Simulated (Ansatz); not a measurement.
# Hexagonal WC: properties by level of theory

Reference values: lattice constant a 2.906 Å (measured, 300 K, no zero-point or thermal correction; as tabulated in Wikipedia's data pages); lattice parameter c 2.837 Å (measured, 300 K, no zero-point or thermal correction; as tabulated in Wikipedia's data pages); bulk modulus 384 ± 0.8 GPa (measured, room temperature, not corrected to a static lattice, adiabatic, ultrasonic, our sources range from 377 to 412; as tabulated in Compression behavior of WC and WC-6%Co up to 50 GPa (OSTI 1006718)).

| level (code) | equilibrium lattice constant a (Å) | c axis length (Å) | bulk modulus (GPa) |
|---|---|---|---|
| LDA (Ansatz) | 2.884 | 2.812 | 421 |
| PBE (Ansatz) | 2.922 | 2.846 | 383 |
| r²SCAN+SOC (Ansatz) | 2.911 | 2.835 | 400 |

Differences from the reference values (errors of the level alone only where the reference is corrected to a static lattice):

| level | lattice constant a (%) | lattice parameter c (%) | bulk modulus (%) |
|---|---|---|---|
| LDA | -0.76 | -0.88 | +9.6 |
| PBE | +0.55 | +0.32 | -0.3 |
| r²SCAN+SOC | +0.17 | -0.07 | +4.2 |

Nearest: lattice constant a, not ranked (reference at room or unstated temperature); lattice parameter c, not ranked (reference at room or unstated temperature); bulk modulus, not ranked (reference at room or unstated temperature).

Ansatz's density-functional and Hartree–Fock values are scalar-relativistic unless marked +SOC, with PAW data made under PBE.

Differences are worked out from the printed values.

The computed numbers hold no vibrational or temperature effects.

Ansatz is an electronic-structure program.
